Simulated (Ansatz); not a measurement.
**B under a change: biaxial strain +0.38 %, plane normal [001], relaxed out of plane**

The parent structure is B (space group R-3m, No. 166; a = 4.876 Å, c = 12.499 Å (hexagonal axes)). Axes: x lies along a and z along c of the hexagonal cell.

Modification: biaxial strain +0.38 %, plane normal [001], relaxed out of plane (Cartesian); in-plane vectors clamped, the third vector and the atoms free.

Calculations: plane-wave PAW DFT at the PBEsol level (Ansatz, an electronic-structure program, 420 eV), spin-orbit coupling left out. Settings: 7×7×7 k-points, 0.05 eV Fermi–Dirac smearing.

```json
[
 {"quantity": "space group", "base": "R-3m (No. 166)", "changed": "R-3m (No. 166)", "shift": "–"},
 {"quantity": "shortest interatomic distance", "base": "1.667 Å", "changed": "1.668 Å", "shift": "+0.001 Å"},
 {"quantity": "energy relative to the base (free energy F)", "base": "0 meV/atom", "changed": "+0.4 meV/atom", "shift": "+0.4 meV/atom"},
 {"quantity": "pressure (mean of the normal stresses, compression positive)", "base": "0.0 kbar", "changed": "-14.4 kbar", "shift": "-14.4 kbar"},
 {"quantity": "band gap (an upper bound: an edge found on the path is not a true extremum; both cells)", "base": "1.34 eV", "changed": "1.41 eV", "shift": "+0.07 eV"},
 {"quantity": "out-of-plane strain", "base": "–", "changed": "-0.06 %", "shift": "–"},
 {"quantity": "mean in-plane stress (compression positive)", "base": "–", "changed": "-2.2 GPa", "shift": "–"}
]
```

Final structure (turned so that z lies along the plane normal):

```
CELL_PARAMETERS angstrom
      4.89479     0.00000     0.00000
      2.44739     4.23901     0.00000
      2.44739    -1.41300     4.16405
ATOMIC_POSITIONS crystal
  B  0.33545 0.65422 0.67487
  B  0.66455 0.34578 0.32513
  B  0.33545 0.01033 0.67487
  B  0.66455 0.98967 0.32513
  B  0.97934 0.01033 0.67487
  B  0.02066 0.98967 0.32513
  B  0.14831 0.63038 0.07301
  B  0.85169 0.36962 0.92699
  B  0.14831 0.22132 0.07301
  B  0.85169 0.77868 0.92699
  B  0.55737 0.22132 0.07301
  B  0.44263 0.77868 0.92699
```

No phonon test of stability was made.
